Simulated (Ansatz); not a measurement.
The parent structure is CoSi2 (space group Fm-3m, No. 225; a = 5.315 Å; non-magnetic). Axes: x, y, z lie along the cube axes.

Structures relaxed with DFT with r2SCAN, PAW potentials and a 500 eV plane-wave cutoff in Ansatz (a first-principles code), without spin-orbit coupling.

Base:

Simulated powder pattern, Cu Kα1, λ = 1.54056 Å (kinematic, ideal powder, no thermal factors, no anomalous dispersion; the 14 strongest lines at most, above 2 %, up to 2θ = 90°):

```
2θ (°)  I/Imax (%)    hkl
------  ----------  -----
29.08           79  (111)
48.40          100  (220)
57.46           31  (311)
70.86           15  (400)
78.36           11  (331)
```

The change: biaxial strain +4.58 %, plane normal [111], relaxed out of plane (Cartesian); in-plane vectors clamped, the third vector and the atoms free.

Predict the new powder pattern.


Simulated powder pattern, Cu Kα1, λ = 1.54056 Å (kinematic, ideal powder, no thermal factors, no anomalous dispersion; the 14 strongest lines at most, above 2 %, up to 2θ = 90°):

```json
[
 {"2θ (°)": "28.02", "I/Imax (%)": "100", "hkl": "(1 1 -1)"},
 {"2θ (°)": "29.93", "I/Imax (%)": "39", "hkl": "(111)"},
 {"2θ (°)": "46.15", "I/Imax (%)": "97", "hkl": "(2 0 -2)"},
 {"2θ (°)": "48.67", "I/Imax (%)": "81", "hkl": "(220)"},
 {"2θ (°)": "54.87", "I/Imax (%)": "14", "hkl": "(1 1 -3)"},
 {"2θ (°)": "55.99", "I/Imax (%)": "36", "hkl": "(3 1 -1)"},
 {"2θ (°)": "58.20", "I/Imax (%)": "7.8", "hkl": "(311)"},
 {"2θ (°)": "69.32", "I/Imax (%)": "26", "hkl": "(400)"},
 {"2θ (°)": "74.44", "I/Imax (%)": "10", "hkl": "(3 1 -3)"},
 {"2θ (°)": "77.31", "I/Imax (%)": "3.0", "hkl": "(3 3 -1)"},
 {"2θ (°)": "80.14", "I/Imax (%)": "7.6", "hkl": "(331)"},
 {"2θ (°)": "85.52", "I/Imax (%)": "15", "hkl": "(2 2 -4)"},
 {"2θ (°)": "87.37", "I/Imax (%)": "28", "hkl": "(4 2 -2)"}
]
```

The indices refer to the base's conventional cell; one index is shown for lines that coincide. The space group is now R-3m (No. 166).

No phonon test of stability was made. Starting moments died away, wholly or in part, for the base; another magnetic solution may exist. All final runs are without spin polarisation. An odd electron count without spin: CoSi2.
